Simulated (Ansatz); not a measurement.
Terminations of the (110) surface of bcc Nb, measured from the surface 'clean 1x1'. Atoms come from or go to: Al: fcc Al, Cr: bcc Cr, antiferromagnetic, In: tetragonal indium, Ir: fcc Ir, Mn: fcc-type Mn, layered antiferromagnet, Nb: bcc Nb, Pd: fcc Pd, Sb: rhombohedral Sb, Si: silicon, Sn: beta tin, Te: trigonal Te, Ti: hcp Ti. ΔE is the energy of forming the row's surface from that one (negative: more stable at these reservoirs); the vacuum level's shift is aligned on the shared bottom. No zero-point or thermal terms. These are constructed structures in small cells; real faces may alloy, dewet or reconstruct in larger ones, and not all known structures of the face are among them. Slabs of about 12 Å with all that they carry, Fermi-Dirac smearing of 0.1 eV. Bottom of the slabs: a bare face, its two planes held. Relaxed from the named starts with such symmetry as they have, on meshes of like density; energies extrapolated to zero smearing; no spin-orbit coupling, no U. Spin-polarised runs, if any, are marked in brackets, and their order is one that fits the cell; the others ran without spin. A dash marks a value that is undefined for that row (no clear gap, or no work function of a gapped slab) or was not read reliably on its mesh.

Level of theory: PBE (plane waves to 420 eV, PAW; Ansatz, a program for electronic structure).

```
surface                                                                                                 atoms added per 1x1  ΔE per 1x1 (eV)  shift of the vacuum level (eV)  work function (eV)
------------------------------------------------------------------------------------------------------  -------------------  ---------------  ------------------------------  ------------------
a layer of In in place of the third plane                                                                      +1 In, -1 Nb             0.30                            0.07                4.55
a pseudomorphic layer of Sn in the host's stacking                                                                    +1 Sn            -0.62                           -0.20                4.29
a layer of Pd in place of the second plane                                                                     -1 Nb, +1 Pd              ___                            0.15                4.64
a layer of Cr in place of the third plane [spin start, no net moment]                                          +1 Cr, -1 Nb             0.33                            0.05                4.52
a cell of two sites (a+b, b-a) surface alloy, Sb on one Nb site of the top plane                           -0.5 Nb, +0.5 Sb              ___                           -0.68                3.80
a layer of Ir in place of the second plane                                                                     +1 Ir, -1 Nb            -0.34                           -0.08                4.42
a cell of two sites (a+b, b-a) surface alloy, Ti on one Nb site of the top plane                           -0.5 Nb, +0.5 Ti            -0.02                           -0.14                4.34
a pseudomorphic layer of Al in the host's stacking                                                                    +1 Al            -0.67                           -0.22                4.28
a cell of two sites (a+b, b-a) surface alloy, Mn on one Nb site of the top plane [spin, 2.0 μB a cell]     +0.5 Mn, -0.5 Nb             0.10                           -0.35                4.13
a pseudomorphic layer of Cr in the host's stacking [spin, 2.8 μB a cell]                                              +1 Cr             0.78                           -0.91                3.59
p(2x2) layer of Te, one a cell, on the site that continues the host's stacking                                     +0.25 Te            -0.67                            0.17                4.66
a layer of Si in place of the third plane                                                                      -1 Nb, +1 Si              ___                           -0.01                4.47
```

What belongs in the gaps?


- a layer of Pd in place of the second plane, ΔE per 1x1 (eV): -0.18
- a cell of two sites (a+b, b-a) surface alloy, Sb on one Nb site of the top plane, ΔE per 1x1 (eV): -0.83
- a layer of Si in place of the third plane, ΔE per 1x1 (eV): -0.77
